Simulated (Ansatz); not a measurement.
ZrC: energy against volume

ZrC (rock salt, Fm-3m, 13.050 Å³/atom and stress up to 0.01 GPa in the relaxed cell, cube axes along x, y and z) under hydrostatic pressure, with the cell free. PBE in Ansatz, a plane-wave DFT program (PAW, default set), 420 eV, 17×17×17 Γ-centred mesh, Fermi-Dirac smearing 0.05 eV; ions are relaxed, or left where forces stay under 0.02 eV/Å, within the symmetry of each cell.

Here V stands for volume and E for E less E0.

| volume (Å³/atom) | E less E0 (meV/atom) | pressure (GPa) |
|---|---|---|
| 13.1705 | 0.77 | -2.00 |
| 13.1097 | 0.19 | -1.00 |
| 13.0504 | 0.00 | 0.00 |
| 12.9988 | 0.14 | 0.89 |
| 12.9309 | 0.77 | 2.08 |
| 12.7997 | 3.45 | 4.48 |
| 12.5694 | 13.08 | 9.00 |
| 12.2923 | 33.72 | 15.00 |
| 11.7078 | ? | ? |

Q: Using the third-order Birch-Murnaghan form, a cubic in V^(-2/3), estimate the missing E at V = 11.7078 from the other rows, showing the fit.

A: With u = V^(-2/3) - 0.1822, the rows have u = -0.0028925, -0.0023385, -0.0017941, -0.0013170, -0.0006843, 0.0005540, 0.0027795, 0.0055491. Least squares gives E = 2.010 + 2243.7·u + 626515·u² - 195612·u³. Residuals (row less fit): 0.003, -0.002, -0.002, -0.002, 0.002, 0.005, -0.002, 0.001; standard error 0.004 (degrees of freedom: 4). Its minimum lies at u = -0.0017891, so V0 = (0.1804109)^(-3/2) = 13.05. There d²E/du² = 1255000 and d³E/du³ = -1174000, so B0 = (4/9) × 13.05^(-7/3) × 1255000 × 0.160218 = 223 GPa (the last factor turns the table's units into GPa), and B0' = 4 + (2/3) × 0.1804109 × (-1174000)/1255000 = 3.9. B0' rests on the cubic coefficient alone and has a standard error of 0.1 from these residuals. At the withheld row, u = 0.0117470, so E = 2.010 + 2243.7 × 0.0117470 + 626515 × 0.0117470² - 195612 × 0.0117470³ = 114.504 meV/atom. The calculation gives 114.69 meV/atom, 0.186 meV/atom above the prediction (0.2 % of the range of E in the table). The row lies outside the fitted rows, so this is an extrapolation. The scatter of the fitted rows lies at the last printed digit.

In a metal these values are sensitive to mesh and smearing; energies are taken to zero smearing, stresses follow the free energy. The runs aren't spin-polarised. Other structures, which can take over under pressure, weren't tried. The same form fitted to the pressure column gives B0' = 4.0; series where the two differ by over 0.4 aren't shown. Rows are the converged runs of the series near zero and its far end, less any whose ions stayed unrelaxed beside relaxed ones; series whose fitted rows scatter by over a few per cent of the range, as at a crossing or softening among them, aren't shown in this form.
